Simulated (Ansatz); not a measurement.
Consider PbI₂ in the 2H-MoS2 type structure (space group P6_3/mmc, No. 194; a = 4.398 Å, c = 14.845 Å; a hypothetical phase, not in the database extracts checked).

(Cell as relaxed with PBE-D3(BJ).)

Levels (all Ansatz, an electronic-structure program, PAW, earlier PAW set): PBE-D3(BJ) (420 eV, scalar-relativistic without spin-orbit coupling); PBEsol-D3(BJ) (420 eV, no spin-orbit coupling).

Each level relaxes its own structure.

| base | PBE-D3(BJ) | PBEsol-D3(BJ) |
|---|---|---|
| volume per atom | 41.44 Å³ | 37.85 Å³ |
| lattice parameter a | 439.8 pm | 427.3 pm |
| band gap | 1.99 eV | 1.39 eV |

It is then changed as follows: cell and atoms relaxed at a pressure of 0.7 GPa.

| quantity | PBE-D3(BJ) | PBEsol-D3(BJ) |
|---|---|---|
| band gap | 1.69 eV | [?] |
| valence-band top at Γ (three highest levels, from the VBM) | 0.00, -0.42, -0.42 eV | [?] |
| smallest direct gap | 2.19 eV | [?] |

Given the PBE-D3(BJ) results, estimate those of PBEsol-D3(BJ).


- band gap, PBEsol-D3(BJ): 1.10 eV
- valence-band top at Γ (three highest levels, from the VBM), PBEsol-D3(BJ): 0.00, -0.63, -0.63 eV
- smallest direct gap, PBEsol-D3(BJ): 1.87 eV

PBE-D3(BJ)'s band gap lies 0.59 eV above PBEsol-D3(BJ)'s; PBE-D3(BJ)'s smallest direct gap lies 0.32 eV above PBEsol-D3(BJ)'s. Neither level is exact; PBEsol-D3(BJ) is the comparison here, not a measurement.

Spin-orbit coupling, missing from the scalar runs, can matter with I and Pb. Load acts through the strain it causes; cell and atoms are relaxed under it. Whether these cells are dynamically stable was not tested.
